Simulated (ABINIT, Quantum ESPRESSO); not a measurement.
A Quantum ESPRESSO input for a self-consistent single point of LaMg₆Mo (Amm2, 8 atoms in the cell) (DFT, LDA (PZ), plane waves, GBRV 1.5 ultrasoft (LDA) pseudopotentials):

```fortran
&control
   calculation = 'scf',
   prefix = 'scf',
   outdir = './out',
   pseudo_dir = './',
   tprnfor = .true.,
   tstress = .true.,
/
&system
   ibrav = 0,
   nat = 8,
   ntyp = 3,
   ecutwfc = 40,
   ecutrho = 320,
   occupations = 'smearing',
   smearing = 'gauss',
   degauss = 0.0036749,
/
&electrons
   conv_thr = 1.0e-11,
   mixing_beta = 0.7,
/
ATOMIC_SPECIES
La   138.9055  la_lda_v1.uspp.F.UPF
Mg    24.3050  mg_lda_v1.4.uspp.F.UPF
Mo    95.9500  mo_lda_v1.uspp.F.UPF
ATOMIC_POSITIONS crystal
La    0.0000000000    0.8009600000    0.8009600000
Mg    0.0000000000    0.3314700000    0.8134700000
Mg    0.0000000000    0.8134700000    0.3314700000
Mg    0.0000000000    0.3352300000    0.3352300000
Mg    0.5000000000    0.1899100000    0.6660700000
Mg    0.5000000000    0.6660700000    0.1899100000
Mg    0.5000000000    0.1715200000    0.1715200000
Mo    0.5000000000    0.6913500000    0.6913500000
K_POINTS automatic
4 3 3  0 0 0
CELL_PARAMETERS angstrom
   4.8893560000     0.0000000000     0.0000000000
   0.0000000000     3.1801540000     5.6692350000
   0.0000000000    -3.1801540000     5.6692350000
```

**Question.** Translate this input to ABINIT.

**Answer.** This is the input that was run; spellings and numerical settings could be chosen otherwise.

```
# LaMg6Mo, JTH v2.0 LDA PAW
pp_dirpath "./"
pseudos "La.LDA_PW-JTH.xml, Mg.LDA_PW-JTH.xml, Mo.LDA_PW-JTH.xml"
acell 4.8893560000 6.5002772978 6.5002772978 Angstrom
rprim
         1.0000000000    0.0000000000    0.0000000000
         0.0000000000    0.4892335902    0.8721527929
         0.0000000000   -0.4892335902    0.8721527929
natom 8
ntypat 3
znucl 57 12 42
typat 1 2 2 2 2 2 2 3
xcart
         0.0000000000   -0.0000000000    9.0816609312
         0.0000000000   -1.5328342280    6.4909339209
         0.0000000000    1.5328342280    6.4909339209
         0.0000000000   -0.0000000000    3.8009952981
         2.4446780000   -1.5142621286    4.8527517753
         2.4446780000    1.5142621286    4.8527517753
         2.4446780000    0.0000000000    1.9447743744
         2.4446780000   -0.0000000000    7.8388512345
      Angstrom
ecut 26
pawecutdg 52
pawxcdev 0
occopt 7
tsmear 0.00183747
nband 54
kptopt 1
ngkpt 4 3 3
nshiftk 1
shiftk 0 0 0
nstep 80
tolvrs 1.0e-11
prtwf 0
prtden 0
```

Basis settings and potentials, where a program has them, do not carry over. This input uses DFT, LDA (PW92), plane waves, PAW (JTH v2.0 LDA PAW). LDA parametrisations can differ slightly between programs.

The starting cell comes from a database of computed structures (which also holds hypothetical and non-ambient phases and stackings), without a prior relaxation at this level. Its lattice was rescaled by a random factor within 2.5 % of one. For this run, on top of that: lattice scaled by 0.98.
